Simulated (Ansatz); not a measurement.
**Mn5Ge3: pressure 0.3 GPa**

The reference is Mn$_{5}$Ge$_{3}$ (space group P6_3/mcm, No. 193; a = 7.012 Å, c = 4.874 Å; ferromagnetic; a cell from a computed database, its experimental status unchecked).

Now apply this change: cell and atoms relaxed at a pressure of 0.3 GPa.

Calculations: DFT with PBEsol, PAW potentials and a 420 eV plane-wave cutoff in Ansatz (a first-principles code), without spin-orbit coupling. Γ-centred 6×6×8 mesh, Fermi–Dirac width 0.05 eV.

```json
[
 {"quantity": "volume per atom", "base": "12.97 Å³", "changed": "12.95 Å³", "shift": "-0.027 Å³"},
 {"quantity": "density", "base": "7.88 g/cm³", "changed": "7.90 g/cm³", "shift": "+0.02 g/cm³"},
 {"quantity": "lattice parameter a", "base": "13.251 bohr", "changed": "13.243 bohr", "shift": "-0.0087 bohr"},
 {"quantity": "shortest interatomic distance", "base": "4.563 bohr", "changed": "4.560 bohr", "shift": "-0.0025 bohr"},
 {"quantity": "enthalpy H = E + PV relative to the base's energy", "base": "–", "changed": "+0.02 eV/atom", "shift": "–"},
 {"quantity": "band gap", "base": "zero", "changed": "zero", "shift": "–"},
 {"quantity": "magnetic state", "base": "ferromagnetic", "changed": "ferromagnetic", "shift": "–"},
 {"quantity": "largest site moment", "base": "2.83 μB", "changed": "2.83 μB", "shift": "0.00 μB"}
]
```

Other magnetic orders, which the real material may have, were not ruled out. Load acts through the strain it causes; cell and atoms are relaxed under it. Stability against distortions was not tested.
